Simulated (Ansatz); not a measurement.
For SnSe (model structure, started from the zincblende type, F-43m, No. 216, 2 atoms in the cell), PBE-D3(BJ) (PAW; Ansatz, a first-principles code) gives:

| Quantity | Result |
|---|---|
| equilibrium lattice constant a | 6.734 Å |
| cohesive energy | 3.36 eV/atom |
| band gap | 0.00 eV |

Problem. What does r²SCAN in Ansatz (plane waves, PAW) give for the same quantities?

Solution. 
- lattice constant a: 6.725 Å (shrinks by 0.1 %)
- cohesive energy: 3.01 eV/atom (falls by 0.35 eV/atom)
- band gap: 0.04 eV (goes up by 0.04 eV)

Changes are worked out from the printed values.

Unless a cell is named, each level is at its own relaxed cell (PBE-D3(BJ) 38.18, r²SCAN 38.02 Å³/atom).

Levels without +SOC leave out spin–orbit coupling, which shifts energies and cells of such heavy elements.

Spin–orbit coupling is included only where a level's name says +SOC; with heavier elements it mostly lowers gaps and can invert bands. A gap of zero means that the bands touch or overlap. Density-functional gaps are differences of (generalised) Kohn–Sham levels.

Ansatz's density-functional and Hartree–Fock values are scalar-relativistic unless marked +SOC, with PAW data made under PBE.

A model structure was made by putting elements into a prototype or built by hand; it is no filed structure, need not be a known phase, and can be a saddle point held by its symmetry.
